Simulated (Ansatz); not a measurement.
Take ZrN in the rock salt structure (space group Fm-3m, No. 225; a = 4.553 Å; relaxed with 0.1 eV smearing) as the base. Axes: x, y, z lie along the cube axes.

Method: PBEsol (Ansatz, an electronic-structure program), no spin-orbit coupling, earlier PAW set.

Before the change:

The pressure comes out as 0.0 GPa.

Perturbation: uniaxial strain ε_zz = +4.32 %, all other strain components held at zero, atoms relaxed at fixed cell.

Question: Predict the new energy relative to the base and pressure.

Answer: The energy increases by 34 meV/atom; the pressure (mean of the normal stresses, compression positive) goes from zero to -9.4 GPa.

Whether these cells are dynamically stable was not tested. The final runs are not spin-polarised. An odd electron count without spin: ZrN.
